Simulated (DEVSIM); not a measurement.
System: illuminated Si p-on-n cell, one wavelength, at 300 K.

Layer 1 from the left is Si, thickness (μm) 0.430, Na (cm⁻³) 1e19, τn (s) 1.6e-5, τp (s) 5.2e-5, absorption coefficient (cm⁻¹) 8100. Layer 2 from the left is Si, thickness (μm) 25.0, Nd (cm⁻³) 6.3e15, τn (s) 0.00035, τp (s) 0.00035, absorption coefficient (cm⁻¹) 8100.

Left contact: ohmic, minority electron recombination velocity 30 cm/s. Right contact: ohmic, minority hole recombination velocity 10 cm/s. Voltage is applied to the left contact. Recombination: SRH at mid-gap, radiative, Auger. Gap narrowing is on: ΔEg = 6.92 meV × (l + √(l² + 0.5)), l = ln(N/1.3e17 cm⁻³), shared equally by both band edges. Light enters at the left, 1e17 photons cm⁻² s⁻¹, one pass, no reflection. Mobility is μmin + (μ − μmin)/(1 + (N/Nref)^α).

Constants are typed, rounded textbook-type inputs, not results; the design itself was drawn at random and stands for no fabricated device. Values at 300 K.

Si: gap (eV) 1.124, affinity (eV) 4.05, permittivity 11.7, Nc (cm⁻³) 2.86e19, Nv (cm⁻³) 3.1e19, μn (cm²/Vs) 1417, μp (cm²/Vs) 470, μn,min 52, μp,min 45, Nref,n 9.7e16, Nref,p 2.2e17, αn 0.68, αp 0.72, B (cm³/s) 4.7e-15, Cn (cm⁶/s) 2.8e-31, Cp (cm⁶/s) 9.9e-32.

DEVSIM, 1D drift-diffusion, Boltzmann statistics, complete ionisation; no tunnelling, impact ionisation, image-force lowering or self-heating.

Question: What does the simulation give for the fill factor, the potential step across the device at zero bias, the dark forward voltage at 100 A/cm²?

Answer: fill factor 0.84; potential step across the device at zero bias 0.847 V; dark forward voltage at 100 A/cm² 0.915 V.
